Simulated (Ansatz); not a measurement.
Here is the system:

```xyz
4
Lattice="3.2604 0.0000 0.0000 -1.6302 2.8236 0.0000 0.0000 0.0000 5.1641" Properties=species:S:1:pos:R:3 pbc="T T T"
Zn     1.6302     0.9412     2.5728
Zn     0.0000     1.8824    -0.0093
O      1.6302     0.9412     4.5553
O      0.0000     1.8824     1.9732
```

Calculation: PBEsol with spin-orbit coupling, rigid bands (plane waves, PAW; Ansatz, a program for electronic structure). Condition of this run: biaxial stress xx = yy = -2 GPa (compression positive) (the target of the relaxation). Cell: cell and atoms relaxed with PBEsol, then loaded as said.

Q: What conductivity effective mass do dilute electrons have at 300 K?

A: 0.151 (x), 0.151 (y), 0.157 (z) mₑ.

Q: Predict the hole conductivity mass (n e² τ/σ) at 300 K, by direction if it differs.

A: 1.83 (x), 1.83 (y), 2.9 (z) mₑ.

Q: And the band gap?

A: 0.70 eV at this level; semilocal functionals usually fall short of the measured gap.

Rigid bands, one relaxation time for all states, no polarons.
